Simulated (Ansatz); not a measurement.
# Hypothetical NiAs type KF: response to strain

Consider KF in the NiAs type structure (space group P6_3/mmc, No. 194; a = 3.739 Å, c = 6.598 Å; a hypothetical phase, not in the database extracts checked). Axes: x lies along a and z along c of the hexagonal cell.

Strains are applied to the cell and any free atomic positions relax; under biaxial strain the out-of-plane vector relaxes too.

All numbers come from PBE (Ansatz, a program for electronic structure; PAW; 420 eV plane waves; no spin-orbit coupling).

Notes on the quantities. energy relative to the base: free energy F; pressure: mean of the normal stresses, compression positive.

```json
[
 {"variant": "base", "energy relative to the base": "0 meV/atom", "pressure": "0.00 GPa", "band gap": "5.90 eV", "shortest interatomic distance": "2.717 Å"},
 {"variant": "biaxial strain +1.78 %, plane normal [001], relaxed out of plane", "energy relative to the base": "–", "pressure": "-0.70 GPa", "band gap": "5.79 eV", "shortest interatomic distance": "2.741 Å"},
 {"variant": "biaxial strain +2.14 %, plane normal [001], relaxed out of plane", "energy relative to the base": "–", "pressure": "-0.84 GPa", "band gap": "5.77 eV", "shortest interatomic distance": "2.746 Å"},
 {"variant": "isotropic strain +1.75 %", "energy relative to the base": "+4.6 meV/atom", "pressure": "-1.31 GPa", "band gap": "5.65 eV", "shortest interatomic distance": "2.764 Å"},
 {"variant": "isotropic strain +4.34 %", "energy relative to the base": "+26 meV/atom", "pressure": "-2.69 GPa", "band gap": "5.32 eV", "shortest interatomic distance": "2.835 Å"},
 {"variant": "uniaxial strain ε_xx = −2.49 %", "energy relative to the base": "+1.9 meV/atom", "pressure": "0.71 GPa", "band gap": "5.99 eV", "shortest interatomic distance": "2.691 Å"},
 {"variant": "uniaxial strain ε_yy = −5.32 %", "energy relative to the base": "+8.6 meV/atom", "pressure": "1.61 GPa", "band gap": "6.09 eV", "shortest interatomic distance": "2.662 Å"},
 {"variant": "tensor shear ε_yz = +1.11 %", "energy relative to the base": "+0.4 meV/atom", "pressure": "0.02 GPa", "band gap": "5.90 eV", "shortest interatomic distance": "2.688 Å"},
 {"variant": "tensor shear ε_yz = +2.69 %", "energy relative to the base": "+2.2 meV/atom", "pressure": "0.11 GPa", "band gap": "5.89 eV", "shortest interatomic distance": "2.652 Å"},
 {"variant": "tensor shear ε_yz = +1.51 %", "energy relative to the base": "+0.7 meV/atom", "pressure": "0.03 GPa", "band gap": "5.90 eV", "shortest interatomic distance": "2.677 Å"}
]
```

No phonon test of stability was made.
